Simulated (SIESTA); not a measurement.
A self-consistent single point of SrAlSi (P-6m2, 3 atoms in the cell) with SIESTA.

Method: SIESTA with LDA PW92, numerical atomic orbitals DZP, PseudoDojo LDA standard norm-conserving potentials (rewritten from UPF to PSML).

```xyz
3
Lattice="4.2498 0.0000 0.0000 -2.1249 3.6804 0.0000 0.0000 0.0000 4.7795" Properties=species:S:1:pos:R:3 pbc="T T T"
Sr     0.0000     0.0000     0.0000
Al     2.1249     1.2268     2.3897
Si     0.0000     2.4536     2.3897
```

Reference input (self-consistent single point, DFT, GGA PBEsol, numerical atomic orbitals DZP, PseudoDojo PBEsol standard norm-conserving potentials (rewritten from UPF to PSML)): XC.functional = GGA; XC.authors = PBEsol; potentials = PseudoDojo PBEsol standard; PAO.BasisSize = DZP; PAO.EnergyShift = 0.01 Ry; MeshCutoff = 400 Ry; kgrid.MonkhorstPack = 6 6 5; OccupationFunction = MP; OccupationMPOrder = 0; ElectronicTemperature = 1160.45 K; MaxSCFIterations = 150; SCF.Mixer.Method = Pulay. This run's input differs from it in these lines:

```diff
@@ -1,2 +1,2 @@
-# files in the folder: Sr.psml Al.psml Si.psml (PseudoDojo PBEsol standard)
+# files in the folder: Sr.psml Al.psml Si.psml (PseudoDojo LDA standard)
 SystemName  SrAlSi
@@ -24,4 +24,4 @@
 
-XC.functional                GGA
-XC.authors                   PBEsol
+XC.functional                LDA
+XC.authors                   PW92
 PAO.BasisSize                DZP
```

Log, with long lists cut:

```
        iscf     Eharris(eV)        E_KS(eV)     FreeEng(eV)     dDmax    Ef(eV) dHmax(eV)
   scf:    1    -1104.241374    -1111.484858    -1111.499990  1.602183 -4.275061  3.666400
   scf:    2    -1112.039019    -1111.791385    -1111.807588  0.091909 -4.207420  2.150564
   scf:    3    -1111.949096    -1111.891185    -1111.905046  0.072265 -4.139898  0.537859
   scf:    4    -1111.899834    -1111.896557    -1111.911568  0.027676 -4.126738  0.051936
   scf:    5    -1111.896652    -1111.896616    -1111.911655  0.002829 -4.127748  0.012913
   scf:    6    -1111.896522    -1111.896575    -1111.911672  0.002688 -4.130845  0.006170
   scf:    7    -1111.896680    -1111.896629    -1111.911676  0.001347 -4.130360  0.000854
   scf:    8    -1111.896621    -1111.896625    -1111.911676  0.000091 -4.130362  0.000853
   scf:    9    -1111.896621    -1111.896623    -1111.911676  0.000045 -4.130372  0.000011
   scf:   10    -1111.896623    -1111.896623    -1111.911676  0.000002 -4.130371  0.000008
SCF Convergence by DM+H criterion
max |DM_out - DM_in|         :     0.0000015255
max |H_out - H_in|      (eV) :     0.0000079023
SCF cycle converged after 10 iterations

Using DM_out to compute the final energy and forces

siesta: E_KS(eV) =            -1111.8966

siesta: E_KS - E_eggbox =     -1111.8966

siesta: Atomic forces (eV/Ang):
     1    0.000001   -0.000000   -0.000000
     2   -0.000036    0.000022    0.000000
     3    0.000036   -0.000022    0.000000
   Tot    0.000000   -0.000000    0.000000
   Max    0.000036
   Res    0.000020    sqrt( Sum f_i^2 / 3N )
   Max    0.000036    constrained

Stress tensor Voigt[x,y,z,yz,xz,xy] (kbar):      -12.32      -12.32      -24.32       -0.00        0.00       -0.00
(Free)E + p*V (eV/cell)    -1111.1503
Target enthalpy (eV/cell)    -1111.9117

   [... lines left out ...]
siesta: FreeEng =     -1111.911676
   [... lines left out ...]
siesta:    -0.007688   -0.000000    0.000000
siesta:    -0.000000   -0.007688   -0.000000
siesta:     0.000000   -0.000000   -0.015178

siesta: Cell volume =         74.755981 Ang**3

siesta: Pressure (static):
siesta:                Solid            Molecule  Units
siesta:           0.00011093          0.00011093  Ry/Bohr**3
siesta:           0.01018478          0.01018525  eV/Ang**3
siesta:          16.31782356         16.31856370  kBar
```

The run converged in 10 iterations. Against the reference run the pressure goes from 3.30 to 1.63 GPa.

The starting cell comes from a database of computed structures (which also holds hypothetical and non-ambient phases and stackings), without a prior relaxation at this level. Values carry the incompleteness of an atom-centred basis.
